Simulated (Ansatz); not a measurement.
**2 layers of HfO2-1T, started at parallel, shifted by (2/3,1/3) (facing O atop O, which symmetry holds and which is mostly a maximum against sliding)**

Levels used, each named beside its values: PBE+D3(BJ) (plane waves to 420 eV, PAW; Ansatz, an electronic-structure program); PBE+D3(BJ) with spin-orbit coupling (plane waves to 420 eV, PAW; Ansatz). Geometries and values that name no level are of the first. Values not marked SOC have no spin–orbit coupling; PBE gaps are too small against experiment. Its k-point mesh 12×12×1, Fermi–Dirac width 0.01 eV. A dipole correction is on.

The gap between facing atomic planes is 3.17 Å, the step of the vacuum level across the stack (top less bottom) is 0.00 eV and the interaction energy of the frozen layers is -14.6 meV/Å². The interaction energy without the D3 term at this geometry comes out as +2.7 meV/Å². The PBE gap over the mesh and listed points off it is 4.73 eV, indirect (lowest direct gap 4.97 eV) and the valence and conduction edges under the vacuum level of the lower face is 7.76 and 3.03 eV. The PBE+SOC gap at the same geometry is 4.72 eV.

```yaml
crystal:
  lattice:
    - [3.24211, 0.00000, 0.00000]
    - [-1.62105, 2.80775, 0.00000]
    - [0.00000, 0.00000, 25.91000]
  atoms:
    - { symbol: O, position: [0.66667, 0.33333, 0.36371] }
    - { symbol: Hf, position: [0.00000, 0.00000, 0.40127] }
    - { symbol: O, position: [0.33333, 0.66667, 0.43876] }
    - { symbol: O, position: [0.33333, 0.66667, 0.56124] }
    - { symbol: Hf, position: [0.66667, 0.33333, 0.59873] }
    - { symbol: O, position: [0.00000, 0.00000, 0.63629] }
```
